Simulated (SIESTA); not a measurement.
Checking a run of SIESTA on Rb2AgAsF6 (P1, 10 atoms in the cell). The aim is a self-consistent single point with DFT, GGA PBEsol, numerical atomic orbitals DZP, PseudoDojo PBEsol standard norm-conserving potentials (rewritten from UPF to PSML).

Cell that was meant: a = 6.3943 Å, b = 6.3943 Å, c = 6.3943 Å, α = 60.00°, β = 60.00°, γ = 60.00°.

Part of the input:

```
OccupationFunction           MP
OccupationMPOrder            0
ElectronicTemperature        0.01 eV
NetCharge                    1.0

MaxSCFIterations             150
SCF.Mixer.Method             Pulay
```

Output (repeated stretches shortened):

```
reinit: Reading from file input.fdf

reinit: System Name: Rb2AgAsF6
reinit: System Label: rb2agasf6

   [... lines left out ...]
outcell: Cell angles (23,13,12) (deg):     60.0000     60.0000     60.0000
outcell: Cell volume (Ang**3)        :    184.8649
new_DM -- step:     1
Initializing Density Matrix...

Attempting to read DM from file... Failed...
DM filled with atomic data:
Note: For starting DM, Qtot, Tr[D*S] =         93.00000000         94.00000000

InitMesh: MESH = 64 x 64 x 64 = 262144
InitMesh: Mesh cutoff (required, used) =   400.000   415.311 Ry

stepf: Methfessel-Paxton step function
       Using Hermite-Gauss polynomials of order  0
        iscf     Eharris(eV)        E_KS(eV)     FreeEng(eV)     dDmax    Ef(eV) dHmax(eV)
   scf:    1   -12562.990984   -12559.955988   -12559.957183  0.727452 -4.476511 19.273913
   scf:    2   -12396.181460   -12518.833854   -12518.834187  1.528975 -4.663643 37.000918
   scf:    3   -12593.610194   -12571.130074   -12571.130726  0.861159 -6.421302  6.836676
   scf:    4   -12571.763498   -12571.458605   -12571.459278  0.036454 -6.463089  5.646745
   scf:    5   -12557.301050   -12568.143362   -12568.144190  0.356114 -5.731537 13.240693
   [... 8 lines left out ...]
   scf:   14   -12572.569174   -12572.569199   -12572.570160  0.000429 -6.823710  0.024603
   scf:   15   -12572.569215   -12572.569212   -12572.570173  0.000596 -6.823926  0.002753
   scf:   16   -12572.569211   -12572.569212   -12572.570174  0.000157 -6.823542  0.001012
   scf:   17   -12572.569212   -12572.569212   -12572.570174  0.000052 -6.823586  0.000715
SCF Convergence by DM+H criterion
max |DM_out - DM_in|         :     0.0000517218
max |H_out - H_in|      (eV) :     0.0007153396
SCF cycle converged after 17 iterations

Using DM_out to compute the final energy and forces

siesta: E_KS(eV) =           -12572.5692

siesta: E_KS - E_eggbox =    -12572.5692

siesta: Atomic forces (eV/Ang):
     1    0.013532   -0.044643    0.017477
     2    0.014369    0.020494    0.026493
     3    0.128495   -0.032427   -0.075507
     4   -0.627035    0.013742    0.164183
     5   -0.371221   -0.038142    0.005433
     6    0.542281    0.063140   -0.061636
     7   -0.021574   -0.539940   -0.014031
     8    0.097322    0.519159   -0.008534
     9    0.133559   -0.001446   -0.521207
    10    0.092723    0.040540    0.460741
   [... lines left out ...]
siesta: FreeEng =    -12572.570174
siesta: Cell volume =        184.864938 Ang**3
siesta:         -78.67735440       -104.84921885  kBar
   [... lines left out ...]
Atom #   charge [q] valence [e]  Species
     1     0.531200    8.468800  Rb
     2     0.531098    8.468902  Rb
     3     0.527368   18.472632  Ag
     4     0.711355   14.288645  As
     5    -0.214150    7.214150  F
     6    -0.219558    7.219558  F
     7    -0.217456    7.217456  F
     8    -0.217311    7.217311  F
     9    -0.216471    7.216471  F
    10    -0.216073    7.216073  F
 Total     1.000000
```

**Question.** Is anything amiss in this input, and did it matter?

**Answer.** The run is not sound. The fault is an unintended net charge. A charged periodic cell changes the electron count and is neutralised by a uniform background, so energy, forces and pressure belong to another system. To fix it, remove the charge. The run converged in 17 iterations without an error; against the sound input the pressure goes from -3.70 to -7.87 GPa, the largest force goes from 0.696 to 0.648 eV/Å and no clean gap remains on the mesh (levels overlap or are partly filled), against 2.36 eV before. The full log also holds: “madelung: WARNING: Charged system, but not an atom or molecule.” and “madelung: WARNING: Energy correction terms can not be applied.”.

The sound input it was made from differs as follows (other fixes are possible):
```diff
-NetCharge                    1.0
```

With that input, the run converged in 13 iterations: free energy E − TS -12578.4924 eV; top of the valence band (on the code's own zero) -5.29 eV; gap on the k-point mesh 2.36 eV; pressure -3.70 GPa; largest force (vector length) 0.696 eV/Å (DFT, GGA PBEsol, numerical atomic orbitals DZP, PseudoDojo PBEsol standard norm-conserving potentials (rewritten from UPF to PSML)).

On the sound input: the starting cell comes from a database of computed structures (which also holds hypothetical and non-ambient phases and stackings), without a prior relaxation at this level. Its atoms were displaced at random from the sites of space group no. 225. Values carry the incompleteness of an atom-centred basis. The basis of the alkali or alkaline-earth atoms may lack their empty d shell, which can raise the gap. With a pressure of about -4 GPa the cell is away from its equilibrium volume at this level. The shifted mesh does not hold Γ, so a gap read on it misses any band edge there.
